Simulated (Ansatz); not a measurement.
Consider Rh in the fcc (Cu type) structure (space group Fm-3m, No. 225; a = 3.782 Å; relaxed with 0.1 eV smearing).

All numbers come from PBEsol, PAW, 420 eV (Ansatz, a first-principles code; spin-orbit coupling left out).

Strains are applied to the cell and any free atomic positions relax.

One change was made to it. Results:

The energy grows by 27 meV/atom; the pressure goes from zero to 14.9 GPa.

Problem. Which of these changes matches the shifts?
A) isotropic strain −3.00 %
B) isotropic strain −1.00 %
C) isotropic strain −1.50 %

Solution. C, isotropic strain −1.50 %. For comparison, the energy relative to the base in the other runs: isotropic strain −1.00 % gives +12 meV/atom; isotropic strain −3.00 % gives +114 meV/atom.

Whether these cells are dynamically stable was not tested. All final runs are without spin polarisation.
